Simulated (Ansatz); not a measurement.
# rock-salt TiN (1 1 1) on 4H silicon carbide (0 0 1) (film strained to the substrate, faces as cut)

A periodic stack without vacuum, rock-salt TiN (1 1 1) on 4H silicon carbide (0 0 1) (film strained to the substrate, faces as cut): substrate slab Si8C8, film N4Ti4, surface cells [[0, 1], [-1, 0]] and [[0, -1], [1, -1]], film strained by +3.0 and +3.0 %, faces C/Si and N/Ti as cut (like faces can put a slab off its formula).

The start was prepared with a machine-learned potential, and the result is one local minimum, with the in-plane cell held and forces under 0.04 eV/Å; the film can end far from its bulk form.

These are PBE (plane waves to 420 eV, PAW; Ansatz, a first-principles code) values and carry that method's errors. Scalar-relativistic, without spin–orbit coupling; the runs are not spin-polarised; PBE gaps are too small against experiment. Its k-point mesh 12×12×1, Fermi–Dirac width 0.05 eV.

```
Quantity                                                                                                                 Result
--------------------------------------------------------------------------------  ---------------------------------------------
interface area                                                                                                           8.3 Å²
period                                                                                                                  30.00 Å
gaps between the outermost planes at the two interfaces                                                         1.75 and 1.65 Å
Si–Ti contacts across the interfaces within 1.22 times the sum of covalent radii                                 3, mean 2.93 Å
C–Ti contacts across the interfaces within 1.22 times the sum of covalent radii                                  3, mean 2.43 Å
N–Si contacts across the interfaces within 1.22 times the sum of covalent radii                                  1, mean 1.75 Å
estimate of the barrier                                                           withheld, since the two interfaces are unlike
slope of the mean potential energy in the substrate                                                              +4.9 MV/cm × e
```

```yaml
crystal:
  lattice:
    - [3.09346, 0.00085, 0.06548]
    - [1.54752, 2.67892, -0.04583]
    - [-0.64706, -0.88911, 30.03122]
  atoms:
    - { symbol: Si, position: [0.24150, 0.81329, 0.13104] }
    - { symbol: Si, position: [0.18521, 0.92590, 0.29992] }
    - { symbol: Si, position: [0.54667, 0.20296, 0.21549] }
    - { symbol: Si, position: [0.93642, 0.42358, 0.04668] }
    - { symbol: C, position: [0.22043, 0.85538, 0.19405] }
    - { symbol: C, position: [0.27710, 0.74216, 0.02444] }
    - { symbol: C, position: [0.52556, 0.24515, 0.27869] }
    - { symbol: C, position: [0.91512, 0.46595, 0.10995] }
    - { symbol: Si, position: [0.12897, 0.03841, 0.46877] }
    - { symbol: Si, position: [0.07290, 0.15072, 0.63737] }
    - { symbol: Si, position: [0.43422, 0.42801, 0.55322] }
    - { symbol: Si, position: [0.82373, 0.64883, 0.38435] }
    - { symbol: C, position: [0.10797, 0.08042, 0.53176] }
    - { symbol: C, position: [0.16416, 0.96793, 0.36290] }
    - { symbol: C, position: [0.41314, 0.47017, 0.61643] }
    - { symbol: C, position: [0.80263, 0.69099, 0.44755] }
    - { symbol: N, position: [0.05325, 0.18980, 0.69575] }
    - { symbol: N, position: [0.36119, 0.57407, 0.77235] }
    - { symbol: N, position: [0.66783, 0.96086, 0.85264] }
    - { symbol: N, position: [0.97447, 0.34764, 0.93287] }
    - { symbol: Ti, position: [0.70798, 0.88039, 0.73157] }
    - { symbol: Ti, position: [0.01485, 0.26692, 0.81191] }
    - { symbol: Ti, position: [0.32077, 0.65495, 0.89372] }
    - { symbol: Ti, position: [0.62910, 0.03852, 0.96938] }
```
